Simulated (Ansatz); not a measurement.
Crystal: LiCl (Fm-3m, rock salt, 2 atoms a cell, 16.4 Å³ an atom); planes in its conventional cell.

The numbers are results of r2SCAN (plane waves, PAW; Ansatz, a program for electronic structure), not measurements.

The gap is the functional's own. No spin-orbit coupling. Mid-gap values are interpolated on the energy grid.

```csv
plane,area of the cell (Å²),mid-gap κ (1/Å),largest κ in the gap (1/Å)
(111),11.2,0.43,0.43
(001),12.9,(withheld),(withheld)
```

Q: The slowest decay depends on the direction. Supply the withheld values.

A: 
- (001), mid-gap κ (1/Å): 0.47
- (001), largest κ in the gap (1/Å): 0.48
